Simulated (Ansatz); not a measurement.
What isotropic strain +0.84 % does to La2O3

The reference is La₂O₃ (space group P-3m1, No. 164; a = 3.940 Å, c = 6.188 Å).

It is then changed as follows: the cell is scaled by 1.0084 in all directions, atoms relaxed at fixed cell.

Computed with Ansatz (an electronic-structure program), PBE, PAW, cutoff 420 eV, no spin-orbit coupling. k-mesh 10×10×6 (Γ-centred); smearing 0.05 eV (Fermi–Dirac).

| quantity | base | changed | shift |
|---|---|---|---|
| volume per atom | 16.64 Å³ | 17.06 Å³ | +0.42 Å³ |
| space group | P-3m1 (No. 164) | P-3m1 (No. 164) | – |
| shortest interatomic distance | 2.370 Å | 2.388 Å | +0.018 Å |
| energy relative to the base (free energy F) | 0 meV/atom | +3.8 meV/atom | +3.8 meV/atom |
| band gap | 3.83 eV | 3.79 eV | -0.04 eV |
| gap character | indirect, L → M | indirect, L → M | – |
| smallest direct gap | 3.96 eV | 3.96 eV | 0.00 eV |
| mean gap deformation potential ΔEg/Δln V | – | -1.8 eV | – |
| width of the top valence band | 0.36 eV | 0.36 eV | 0.00 eV |

No phonon test of stability was made.
